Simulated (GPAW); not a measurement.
# GPAW run on LiMg3 (P-6m2, 4 atoms in the cell): self-consistent single point

Method: PBEsol, GPAW PAW datasets PBEsol (made by gpaw-setup) (plane waves; GPAW).

This input was run:

```python
from ase import Atoms
from ase.units import GPa
from gpaw import GPAW, PW

atoms = Atoms(['Li', 'Mg', 'Mg', 'Mg'],
              cell=[[3.146170, 0.000000, 0.000000],
                    [-1.573085, 2.724663, 0.000000],
                    [0.000000, 0.000000, 10.121600]],
              scaled_positions=[[0.666667, 0.333333, 0.500000],
                                [0.666667, 0.333333, 0.000000],
                                [0.000000, 0.000000, 0.742570],
                                [0.000000, 0.000000, 0.257430]],
              pbc=True)

calc = GPAW(mode=PW(800),
            xc='PBEsol',
            kpts={'size': (10, 10, 3), 'gamma': True},
            occupations={'name': 'methfessel-paxton', 'width': 0.272, 'order': 1},
            nbands=-10,
            convergence={'density': 1e-05, 'energy': 1e-05},
            symmetry={'symmorphic': False, 'tolerance': 0.0005},
            maxiter=120)

atoms.calc = calc

energy = atoms.get_potential_energy()
print('Energy (eV):', round(energy, 6))
forces = atoms.get_forces()
print('Forces (eV/Ang):')
print(forces.round(5))
stress = atoms.get_stress()
print('Stress (GPa, Voigt):', (stress / GPa).round(4))
```

Output (repeated stretches shortened):

```
Input parameters:
  convergence: {density: 1e-05,
                energy: 1e-05}
  kpts: {gamma: True,
         size: (10, 10, 3)}
  maxiter: 120
  mode: {ecut: 800.0,
         name: pw}
  nbands: -10
  occupations: {name: methfessel-paxton,
                order: 1,
                width: 0.272}
  symmetry: {symmorphic: False,
             tolerance: 0.0005}
  xc: PBEsol

species:
  Li:
    name: Lithium
    Z: 3.0
    valence: 1
    core: 2
    charge: 0.0
    file: Li.PBEsol.gz

    # Using partial waves for Li as LCAO basis

  Mg:
    name: Magnesium
    Z: 12.0
    valence: 10
    core: 2
    charge: 0.0
    file: Mg.PBEsol.gz

    # Using partial waves for Mg as LCAO basis

Reference energy: -16514.091868  # eV

Spin-paired calculation

Convergence criteria:
 Maximum [total energy] change in last 3 cyles: 1e-05 eV / valence electron
 Maximum integral of absolute [dens]ity change: 1e-05 electrons / valence electron
 Maximum integral of absolute [eigenst]ate change: 4e-08 eV^2 / valence electron
 Maximum number of scf [iter]ations: 120

Symmetries present (total): 12
Symmetries with fractional translations: 0
300 k-points: 10 x 10 x 3 Monkhorst-Pack grid + [1/20,1/20,0.000000]
28 k-points in the irreducible part of the Brillouin zone
       k-points in crystal coordinates                weights
   0:     0.00000000    0.00000000    0.00000000          1/300
   1:     0.00000000    0.00000000    0.33333333          2/300
   2:     0.10000000    0.00000000    0.00000000          6/300
   [... 7 lines left out ...]
          ...
  27:     0.50000000    0.50000000    0.33333333          6/300

Wave functions: Plane wave expansion
  Cutoff energy: 800.000 eV
  Number of coefficients (min, max): 4439, 4501
  Pulay-stress correction: 0.000000 eV/Ang^3 (de/decut=0.000000)

Occupation numbers: Methfessel-Paxton:
  width: 0.2720  # eV
  order: 1

Eigensolver

Densities:
  Coarse grid: 21*21*70 grid
  Fine grid: 42*42*140 grid
  Total Charge: 0.000000

Density mixing:
  Method: separate
  Backend: pulay
  Linear mixing parameter: 0.05
  old densities: 5
  Damping of long wavelength oscillations: 50

Hamiltonian:
  XC and Coulomb potentials evaluated on a 42*42*140 grid
  External potential:
    NoExternalPotential

XC parameters: PBEsol with 2 nearest neighbor stencil

Number of atoms: 4
Number of atomic orbitals: 28
Number of bands in calculation: 25
Number of valence electrons: 31
Bands to converge: occupied

Density initialized from atomic densities
  25 bands from LCAO basis set

Atomic positions and initial magnetic moments

Positions:
   0 Li     1.573087    0.908220    5.060800    ( 0.0000,  0.0000,  0.0000)
   1 Mg     1.573087    0.908220    0.000000    ( 0.0000,  0.0000,  0.0000)
   2 Mg     0.000000    0.000000    7.515997    ( 0.0000,  0.0000,  0.0000)
   3 Mg     0.000000    0.000000    2.605603    ( 0.0000,  0.0000,  0.0000)

Unit cell:
           periodic     x           y           z      points  spacing
  1. axis:    yes    3.146170    0.000000    0.000000    21     0.1297
  2. axis:    yes   -1.573085    2.724663    0.000000    21     0.1297
  3. axis:    yes    0.000000    0.000000   10.121600    70     0.1446

  Lengths:   3.146170   3.146170  10.121600
  Angles:   90.000000  90.000000 120.000001

Effective grid spacing dv^(1/3) = 0.1411

     iter     time        total  log10-change:
                         energy   eigst   dens
iter:   1 --:--:--    -8.301916
iter:   2 --:--:--    -7.882157   -0.46  -1.28
iter:   3 --:--:--    -7.632847   -1.38  -1.42
iter:   4 --:--:--    -7.617383   -2.05  -1.59
iter:   5 --:--:--    -7.617351   -2.13  -1.72
iter:   6 --:--:--    -7.598165   -3.39  -2.03
iter:   7 --:--:--    -7.594746   -3.47  -2.27
iter:   8 --:--:--    -7.594346   -4.87  -2.98
iter:   9 --:--:--    -7.593736   -4.62  -3.00
iter:  10 --:--:--    -7.593737   -6.22  -3.79
iter:  11 --:--:--    -7.593738c  -6.64  -3.89
iter:  12 --:--:--    -7.593733c  -6.76  -4.01
iter:  13 --:--:--    -7.593735c  -7.35  -4.14
iter:  14 --:--:--    -7.593735c  -7.67c -4.26
iter:  15 --:--:--    -7.593738c  -7.61c -4.32
iter:  16 --:--:--    -7.593738c  -9.12c -4.89
iter:  17 --:--:--    -7.593739c  -9.20c -5.06c

Converged after 17 iterations.

Dipole moment: (2.377275, -1.372520, -0.000000) |e|*Ang

Energy contributions relative to reference atoms: (reference = -16514.091868)

Kinetic:         -2.064644
Potential:       +6.083549
External:        +0.000000
XC:             -11.485402
Entropy (-ST):   -0.003020
Local:           -0.125228
SIC:             +0.000000
--------------------------
Free energy:     -7.594745
Extrapolated:    -7.593739

Showing only first 2 kpts
 Kpt  Band  Eigenvalues  Occupancy
  0    13     -2.53379    2.00000
  0    14     -1.32645    2.00000
  0    15      1.65397    2.00000
  0    16      2.96609    0.39427

  1    13     -2.72924    2.00000
  1    14     -0.84941    2.00000
  1    15      0.71723    2.00000
  1    16      4.25192   -0.00000

Fermi level: 2.86042

No gap
No difference between direct/indirect transitions
Energy (eV): -7.593739

Forces in eV/Ang:
  0 Li    0.00000    0.00000    0.00000
  1 Mg    0.00000   -0.00000    0.00000
  2 Mg    0.00000    0.00000   -0.05868
  3 Mg    0.00000    0.00000    0.05868

Stress tensor:
    -0.001126    -0.000000     0.000000
     0.000000    -0.001126     0.000000
     0.000000     0.000000     0.002670
Stress (GPa, Voigt): [-0.1804 -0.1804  0.4278  0.      0.     -0.    ]
```

The run converged in 17 iterations. GPAW prints stress with tension positive.

The starting cell comes from a database of computed structures (which also holds hypothetical and non-ambient phases and stackings), without a prior relaxation at this level.

Cost on one core of a shared machine: roughly 2 min.
